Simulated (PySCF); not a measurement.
PySCF 2.14.0, unrestricted R2SCAN/def2-svpd, df: Se(F)4 cation (F[Se](F)(F)F), charge +1, multiplicity 2, 5 atoms. The geometry is a generated start, not checked to be a minimum at this level.

```yaml
task: energy
method: r2scan
basis: def2-svpd
two_electron_scheme: density fitting
mol.max_memory: 3000 MB
mf.max_cycle: 100
mf.init_guess: minao (default)
mf.DIIS: CDIIS (default)
mf.conv_tol: 1e-09 (default)
mf.grids.level: 3 (default)
basis_functions: 133
grid_points: 77472
```

```xyz
5

Se     0.0017    -0.0019     0.5603
F      0.9491     1.3362    -0.1315
F      1.3294    -0.9445    -0.1563
F     -0.9500    -1.3353    -0.1344
F     -1.3302     0.9455    -0.1381
```

Charge 1 and multiplicity 2 are set for this test and not shown to be the ground state.

One run each on 2 threads, 1 BLAS thread. Values of diis_space tried: 3, 5, 8 (default), 12, 20.

**Question.** Which value of diis_space needs the fewest Fock builds, and what happens away from it?

**Answer.** Fewest Fock builds, within one of each other: 12 with 19, 20 with 19. The count rises to 23 at 8 (default). The run ends without SCF convergence in 100 cycles at 3, 5.

```json
[
 {"diis_space": "3", "Fock builds": "101", "end": "no convergence"},
 {"diis_space": "5", "Fock builds": "68", "end": "no convergence"},
 {"diis_space": "8 (default)", "Fock builds": "23", "end": "same solution"},
 {"diis_space": "12", "Fock builds": "19", "end": "same solution"},
 {"diis_space": "20", "Fock builds": "19", "end": "same solution"}
]
```
